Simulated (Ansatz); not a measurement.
Worked example: self-consistent single point of TiCrB₄ (P1, 6 atoms in the cell) in Ansatz (a first-principles code).

Method of the run: LDA (PW92), PAW files made with PBE (plane waves; Ansatz).

The change in words: atoms moved at random. Reference geometry:
```xyz
6
Lattice="3.0163 0.0000 0.0000 -1.5082 2.6122 0.0000 0.0000 0.0000 6.1316" Properties=species:S:1:pos:R:3 pbc="T T T"
Ti     0.0000     0.0000     3.0658
Cr     0.0000     0.0000     0.0000
B      0.0000     1.7415     4.6575
B      1.5082     0.8707     1.4741
B      1.5082     0.8707     4.6575
B      0.0000     1.7415     1.4741
```

Reference input (self-consistent single point, DFT, LDA (PW92), plane waves, PAW files made with PBE): kpoints.mp_grid.grid = 10 10 5; hamiltonian.xc = lda; hamiltonian.pseudopotentials = {kind: paw} (the program's default PAW files); scf.occupations.method = gaussian; scf.occupations.width = 0.136 eV. This run's input differs from it in these lines:

Ansatz 0.2 input:
```diff
@@ -7,8 +7,8 @@
   atoms:
-    - { symbol: Ti, position: [0.000000, 0.000000, 0.500000] }
-    - { symbol: Cr, position: [0.000000, 0.000000, 0.000000] }
-    - { symbol: B, position: [0.333333, 0.666667, 0.759590] }
-    - { symbol: B, position: [0.666667, 0.333333, 0.240410] }
-    - { symbol: B, position: [0.666667, 0.333333, 0.759590] }
-    - { symbol: B, position: [0.333333, 0.666667, 0.240410] }
+    - { symbol: Ti, position: [0.006785, 0.002337, 0.494164] }
+    - { symbol: Cr, position: [-0.007322, -0.017299, -0.000750] }
+    - { symbol: B, position: [0.345255, 0.668786, 0.760959] }
+    - { symbol: B, position: [0.664275, 0.350701, 0.237928] }
+    - { symbol: B, position: [0.648787, 0.305841, 0.765158] }
+    - { symbol: B, position: [0.342220, 0.689634, 0.242541] }
 kpoints:
```

Output (repeated stretches shortened):

```
SCF iter   1: F=—  HF=-6386.866995 eV  |F-HF|=—  |Δ(HF+E_count)|=         —  Δρ=3.21e-1  dr2=9.44e1  ethr=3.10e-3  ⟨swp⟩=5.1  Hψ=23773  notcnv=0
all-band conjugate gradients solve this SCF's bands
preconditioner: auto → Kerker (q_TF=auto, 2.621 Å⁻¹)
SCF iter   2: F=—  HF=-6377.546623 eV  |F-HF|=—  |Δ(HF+E_count)|=    9.32e0  Δρ=5.16e-2  dr2=3.03e0  ethr=3.10e-3  ⟨swp⟩=4.0  Hψ=17363  notcnv=0  defer=226
   [... lines left out ...]
SCF iter   7: F=—  HF=-6376.813485 eV  |F-HF|=—  |Δ(HF+E_count)|=   7.28e-5  Δρ=1.05e-3  dr2=8.32e-4  ethr=1.65e-6  ⟨swp⟩=2.0  Hψ=11299  notcnv=0  defer=145
SCF iter   8: F=—  HF=-6376.813425 eV  |F-HF|=—  |Δ(HF+E_count)|=   5.96e-5  Δρ=1.34e-4  dr2=1.15e-5  ethr=1.65e-6  ⟨swp⟩=1.8  Hψ=6815  notcnv=0  defer=144
SCF iter   9: F=—  HF=-6376.813422 eV  |F-HF|=—  |Δ(HF+E_count)|=   2.87e-6  Δρ=3.50e-5  dr2=7.70e-7  ethr=3.03e-8  ⟨swp⟩=1.5  Hψ=6874  notcnv=0  defer=143
SCF iter  10: F=-6376.813422 eV  HF=-6376.813422 eV  |F-HF|=5.00e-8  |Δ(HF+E_count)|=   1.38e-7  Δρ=8.74e-6  dr2=5.28e-8  ethr=2.63e-10  ⟨swp⟩=8.3  Hψ=26817  notcnv=0
SCF 1 converged in 10 iterations: F = -6376.813422 eV  dr2 = 5.28e-8
Free energy (F): -6376.813422 eV
Internal energy: -6376.781763 eV  (E = F + TS)
E sigma→0 (E₀):  -6376.797593 eV
Entropy (-TS):   -0.031658 eV (-5.276 meV/atom)
Fermi energy:    15.899866 eV
--- Forces (eV/Å), atoms counted from 1 ---
  atom   1  Ti    -0.29078218     0.17461963     0.57948685
  atom   2  Cr    -0.08775786     0.45704146    -0.09440263
  atom   3  B     -0.48739512    -1.09406434    -0.10294400
  atom   4  B      0.52536352    -0.24303027     0.14233442
  atom   5  B      0.47746083     1.29364283    -0.34402376
  atom   6  B     -0.13688593    -0.58822144    -0.18052462
--- Stress (GPa, compression-positive) ---
      -14.594455      -0.905917      -0.470255
       -0.905917     -10.785041       0.810523
       -0.470258       0.810532     -13.237666
  P = ⅓ Tr σ = -12.8724 GPa (-128.724 kbar)
  The stress holds the Pulay correction. Without it, at fixed plane waves, as pw.x and ABINIT print it: P = -13.0487 GPa
```

The run converged in 10 iterations. Against the reference run the free energy goes up by 20.5 meV/atom, the pressure goes from -13.96 to -12.87 GPa and the largest force goes from 0.013 to 1.421 eV/Å.

The starting cell comes from a database of computed structures (which also holds hypothetical and non-ambient phases and stackings), without a prior relaxation at this level. For this run, on top of that: atoms moved at random. Spin polarisation is off. With a pressure of about -13 GPa the cell is away from its equilibrium volume at this level. Forces in this geometry exceed 1 eV/Å. Ansatz's pressure includes its estimate of the finite-basis (Pulay) stress.
